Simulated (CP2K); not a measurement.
CP2K run on AlInSb₂ (P1, 4 atoms in the cell): self-consistent single point.

Level of theory: PBEsol, GPW, DZVP-MOLOPT-SR-GTH basis, GTH-PBE potentials (GTH_POTENTIALS) in CP2K.

The change in words: atoms moved at random. Reference geometry:
```yaml
crystal:
  lattice:
    - [4.42055, 0.00000, 0.00000]
    - [0.00000, 4.42055, 0.00000]
    - [0.00000, 0.00000, 6.22819]
  atoms:
    - { symbol: Al, position: [0.00000, 0.00000, 0.00000] }
    - { symbol: In, position: [0.50000, 0.50000, 0.50000] }
    - { symbol: Sb, position: [0.00000, 0.50000, 0.23337] }
    - { symbol: Sb, position: [0.50000, 0.00000, 0.76663] }
```

Reference input (self-consistent single point, DFT PBEsol, GPW, DZVP-MOLOPT-SR-GTH basis, GTH-PBE potentials (GTH_POTENTIALS)): CUTOFF = 500 Ry; REL_CUTOFF = 50 Ry; SMEAR/METHOD = FERMI_DIRAC; ELECTRONIC_TEMPERATURE = 232.09 K; KPOINTS/SCHEME = MONKHORST-PACK 4 4 3; GAMMA_CENTERED = T; XC_FUNCTIONAL = PBE:PBESOL; Al/BASIS_SET = DZVP-MOLOPT-SR-GTH-q3; Al/POTENTIAL = GTH-PBE-q3; In/BASIS_SET = DZVP-MOLOPT-SR-GTH-q13; In/POTENTIAL = GTH-PBE-q13; Sb/BASIS_SET = DZVP-MOLOPT-SR-GTH-q5. This run's input differs from it in these lines:

```diff
@@ -73,6 +73,6 @@
     &COORD
-      Al       0.00000000     0.00000000     0.00000000
-      In       2.21027650     2.21027650     3.11409600
-      Sb       0.00000000     2.21027650     1.45347317
-      Sb       2.21027650     0.00000000     4.77471883
+      Al      -0.01449057     0.00536213    -0.03798574
+      In       2.23723745     2.24843029     3.12995298
+      Sb       0.01514039     2.12170630     1.47585106
+      Sb       2.18266573     0.04504986     4.77446971
     &END COORD
```

Output, abridged:

```
 SCF WAVEFUNCTION OPTIMIZATION

  Step     Update method      Time    Convergence         Total energy    Change
     1 NoMix/Diag. 0.20E+00      -     1.12418775       -69.5159091573 -6.95E+01
     2 Broy./Diag. 0.20E+00      -     0.02941742       -69.6797054104 -1.64E-01
     3 Broy./Diag. 0.20E+00      -     0.13124390       -69.3521010139  3.28E-01
     4 Broy./Diag. 0.20E+00      -     0.01263374       -69.2409805434  1.11E-01
     5 Broy./Diag. 0.20E+00      -     0.01954487       -69.3000126839 -5.90E-02
     6 Broy./Diag. 0.20E+00      -     0.00362702       -69.3311112576 -3.11E-02
   [... 8 lines left out ...]
    15 Broy./Diag. 0.20E+00      -     0.00000124       -69.3373163482  2.49E-06
    16 Broy./Diag. 0.20E+00      -     0.00000253       -69.3373101600  6.19E-06
    17 Broy./Diag. 0.20E+00      -     0.00000114       -69.3373057664  4.39E-06
    18 Broy./Diag. 0.20E+00      -     0.00000019       -69.3373032388  2.53E-06
  *** SCF run converged in    18 steps ***

  Overlap energy of the core charge distribution:               0.00000000269830
  Self energy of the core charge distribution:               -119.49921489457947
  Core Hamiltonian energy:                                     34.24652135279873
  Hartree energy:                                              26.84616077942335
  Exchange-correlation energy:                                -10.93077047915691
  Electronic entropic energy:                                  -0.00000000001781
  Fermi energy:                                                 0.16680886045973

  Total energy:                                               -69.33730323883380
  Total energy (extrapolated to T->0):                        -69.33730323882490

                     Mulliken Population Analysis

   [... lines left out ...]

 STRESS| Analytical stress tensor [bar]
 STRESS|                        x                   y                   z
 STRESS|      x        4.62010227947E+04   3.35545549916E+02  -3.40517443236E+03
 STRESS|      y        3.35545549916E+02   3.80320247431E+04   8.76075821497E+03
 STRESS|      z       -3.40517443236E+03   8.76075821497E+03   3.51948887821E+04
 STRESS| 1/3 Trace                                             3.98093121066E+04
```

The run converged in 18 iterations. Against the reference run the free energy rises by 13.1 meV/atom, the pressure stays near 3.98 GPa while the xx stress (positive for compression) goes from 4.14 to 4.62 GPa, the largest force goes from 0.060 to 0.821 eV/Å and the gap on the mesh hardly changes (0.726 to 0.723 eV).

The starting cell comes from a database of computed structures (which also holds hypothetical and non-ambient phases and stackings), without a prior relaxation at this level. Its lattice was rescaled by a random factor within 2.5 % of one. For this run, on top of that: atoms moved at random. Spin-orbit coupling is off. Values carry the incompleteness of an atom-centred basis. The potentials were made for another functional than the one used. With a pressure of about 4 GPa the cell is away from its equilibrium volume at this level.

Cost on one core of a shared machine: roughly 40 s.
